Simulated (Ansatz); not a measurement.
AlP (F-43m), HSE06 with spin-orbit coupling, rigid bands in Ansatz (a program for electronic structure): N_v = 5.06e19 cm⁻³ at 300 K and a hole conductivity mass of 0.670 mₑ.

For 1e17 holes per cm³ at 300 K, place the Fermi level, estimate the Seebeck coefficient of a parabolic band with constant τ, and give mobility and conductivity for τ = 20 fs.

The level lies k_BT ln(N_v/p) = 0.161 eV above the valence-band maximum. S ≈ +(k_B/e)[ln(N_v/p) + 5/2] = 752 μV/K, against 784 μV/K from the full bands (mean over directions). μ = eτ/m = 52.5 cm²/(V·s) and σ = peμ = 0.841 S/cm. τ is assumed, not computed.

Band transport and this doping are assumed; polarons and phonon drag are left out. Geometry: cell and atoms relaxed with PBEsol.
